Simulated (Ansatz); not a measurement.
Band structure of Te₂Mo (P-6m2, 3 atoms in the cell).

```
CELL_PARAMETERS angstrom
      3.51715     0.00000     0.00000
     -1.75858     3.04594     0.00000
      0.00000     0.00000    17.31202
ATOMIC_POSITIONS crystal
  Te 0.33333 0.66667 0.89786
  Te 0.33333 0.66667 0.10214
  Mo 0.00000 0.00000 0.00000
```

Computed with LDA (PW92), PAW files made with PBE (plane waves; Ansatz, an electronic-structure program).

Settings: basis.ecutwfc = 30.9 Ry; kpoints.mp_grid.grid = 6 6 1; hamiltonian.xc = lda; hamiltonian.pseudopotentials = {kind: paw} (an earlier, softer set of the program's PAW files); scf.occupations.method = fixed; kpoints.band_path.npoints = 8.

The starting cell comes from a database of computed structures (which also holds hypothetical and non-ambient phases and stackings), without a prior relaxation at this level. Its lattice was rescaled by a random factor within 2.5 % of one. Spin-orbit coupling is off.

**Question.** Predict the gap along the standard path and the places of the band edges.

**Answer.** The gap along the path is 1.10 eV, direct at K to within 0.01 eV.

Levels in eV from the top of the valence band on the path, bands 20 to 27:
```csv
point,20,21,22,23,24,25,26,27
Γ,-1.64,-0.90,-0.90,-0.40,3.22,3.22,3.55,3.55
M,-2.35,-1.54,-0.71,-0.28,1.47,1.82,3.45,3.91
K,-2.92,-2.91,-1.65,0.00,1.10,2.02,2.68,4.28
A,-1.64,-0.90,-0.90,-0.40,3.22,3.22,3.55,3.55
L,-2.35,-1.54,-0.71,-0.28,1.47,1.82,3.45,3.91
H,-2.92,-2.91,-1.65,0.00,1.10,2.02,2.68,4.28
```

Keys are those of Ansatz 0.2.
